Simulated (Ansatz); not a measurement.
AlN (model structure, Fm-3m, No. 225, 6 atoms in the cell; like a known high-pressure phase)

Level of theory: r²SCAN (PAW; Ansatz, a quantum-chemistry and plane-wave program).

Numerical settings: plane-wave cutoff 560 eV, 12×12×6 k mesh (along the axes of the cell as run), Fermi–Dirac smearing 0.01 eV, scalar-relativistic PAW data made under PBE.

Cell (relaxed at this level):

```cif
data_Al3N3
_chemical_formula_sum 'Al3 N3'
_space_group_name_H-M_alt 'P 1'
_space_group_IT_number 1
_cell_length_a 2.85510
_cell_length_b 2.85510
_cell_length_c 6.99355
_cell_angle_alpha 90.000
_cell_angle_beta 90.000
_cell_angle_gamma 120.000
loop_
_space_group_symop_operation_xyz
  'x, y, z'
loop_
_atom_site_label
_atom_site_type_symbol
_atom_site_fract_x
_atom_site_fract_y
_atom_site_fract_z
_atom_site_occupancy
Al1 Al 0.66666 0.00000 0.66667 1
Al2 Al 0.00000 0.66666 0.33333 1
Al3 Al 0.33334 0.33334 0.00000 1
N1 N 0.66667 0.00000 0.16667 1
N2 N 0.00000 0.66667 0.83333 1
N3 N 0.33333 0.33333 0.50000 1
```

```json
{
 "band_gap": "5.52 eV (indirect)",
 "smallest_direct_gap_on_the_k_points_sampled": "6.53 eV"
}
```

A model structure was made by putting elements into a prototype or built by hand; it is no filed structure, need not be a known phase, and can be a saddle point held by its symmetry.
